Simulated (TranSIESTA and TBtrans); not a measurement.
Device: (GeH2)4 held by thiolate S between the apex atoms of two Al(100) rods. Leads: fcc Al rod along [100], layers of 5 and 4 atoms, a = 4.04 Å. Geometry: as built, not relaxed. Transport runs along z; the first 18 and the last 18 of the 83 atoms are the lead cells, repeated to infinity.

```xyz
83
Lattice="14.523 0.000 0.000 0.000 14.523 0.000 0.000 0.000 44.136" Properties=species:S:1:pos:R:3 pbc="F F T"
Al     7.261     7.261     0.000
Al    10.118     7.261     0.000
Al     7.261    10.118     0.000
Al     4.405     7.261     0.000
Al     7.261     4.405     0.000
Al     8.690     8.690     2.020
Al     5.833     8.690     2.020
Al     8.690     5.833     2.020
Al     5.833     5.833     2.020
Al     7.261     7.261     4.040
Al    10.118     7.261     4.040
Al     7.261    10.118     4.040
Al     4.405     7.261     4.040
Al     7.261     4.405     4.040
Al     8.690     8.690     6.060
Al     5.833     8.690     6.060
Al     8.690     5.833     6.060
Al     5.833     5.833     6.060
Al     7.261     7.261     8.080
Al    10.118     7.261     8.080
Al     7.261    10.118     8.080
Al     4.405     7.261     8.080
Al     7.261     4.405     8.080
Al     8.690     8.690    10.100
Al     5.833     8.690    10.100
Al     8.690     5.833    10.100
Al     5.833     5.833    10.100
Al     7.261     7.261    12.120
Al    10.118     7.261    12.120
Al     7.261    10.118    12.120
Al     4.405     7.261    12.120
Al     7.261     4.405    12.120
Al     8.690     8.690    14.140
Al     5.833     8.690    14.140
Al     8.690     5.833    14.140
Al     5.833     5.833    14.140
Al     7.261     7.261    16.160
S      6.488     7.111    18.321
Ge     8.124     5.722    18.892
Ge     7.892     5.145    21.202
Ge     7.855     7.152    22.502
Ge     7.575     6.587    24.809
S      7.535     8.446    26.023
H      9.491     6.420    18.672
H      8.046     4.440    18.026
H      6.565     4.374    21.412
H      9.087     4.262    21.643
H      6.676     8.044    22.038
H      9.191     7.915    22.313
H      8.755     5.693    25.268
H      6.241     5.819    24.992
Al     7.261     7.261    27.976
Al     8.690     8.690    29.996
Al     5.833     8.690    29.996
Al     8.690     5.833    29.996
Al     5.833     5.833    29.996
Al     7.261     7.261    32.016
Al    10.118     7.261    32.016
Al     7.261    10.118    32.016
Al     4.405     7.261    32.016
Al     7.261     4.405    32.016
Al     8.690     8.690    34.036
Al     5.833     8.690    34.036
Al     8.690     5.833    34.036
Al     5.833     5.833    34.036
Al     7.261     7.261    36.056
Al    10.118     7.261    36.056
Al     7.261    10.118    36.056
Al     4.405     7.261    36.056
Al     7.261     4.405    36.056
Al     8.690     8.690    38.076
Al     5.833     8.690    38.076
Al     8.690     5.833    38.076
Al     5.833     5.833    38.076
Al     7.261     7.261    40.096
Al    10.118     7.261    40.096
Al     7.261    10.118    40.096
Al     4.405     7.261    40.096
Al     7.261     4.405    40.096
Al     8.690     8.690    42.116
Al     5.833     8.690    42.116
Al     8.690     5.833    42.116
Al     5.833     5.833    42.116
```

Run with TranSIESTA and TBtrans (open boundaries, self-consistent; PseudoDojo norm-conserving potentials, scalar-relativistic): PAO.BasisSize SZP, PAO.EnergyShift 0.15 eV, XC.Authors PBE, Mesh.Cutoff 150 Ry, ElectronicTemperature 300 K, TS.Voltage 0.0 eV, TBT.Elecs.Eta 0.001 eV, no spin polarisation.

Energies count from the leads' Fermi level. Transmissions are for one spin of a degenerate pair. The energy step is 0.02 eV; narrower resonances are cut or missed.

```
E (eV)        T
------  -------
-0.20   0.00639
-0.16   0.00638
-0.12   0.00631
-0.08   0.00616
-0.04   0.00589
0.00    0.00548
0.04    0.00510
0.08    0.00694
0.12    0.00770
0.16    0.00824
0.20    0.00863
```

Question: Give the zero-bias conductance in μS and the resistance at 300 K.

Answer: At the Fermi level T = 0.00548. Averaged with −∂f/∂E over the full grid (kT = 25.9 meV) it is 0.00572. With G0 = 2e²/h = 77.48 μS, G = 0.443 μS and R = 1/G = 2260 kΩ.

Question: The eigenchannels at the Fermi level transmit 0.00547, 1.38e-5. What Fano factor of the shot noise follows at low temperature and bias?

Answer: F = Σ τ(1 − τ)/Σ τ = 0.00545/0.00548 = 0.99.

The leads' channel count changes near 0.03 eV, within the thermal window, so values at the Fermi level hang on where that band edge falls. Semilocal functionals put molecular levels too close to the Fermi level and tend to overestimate such conductances.
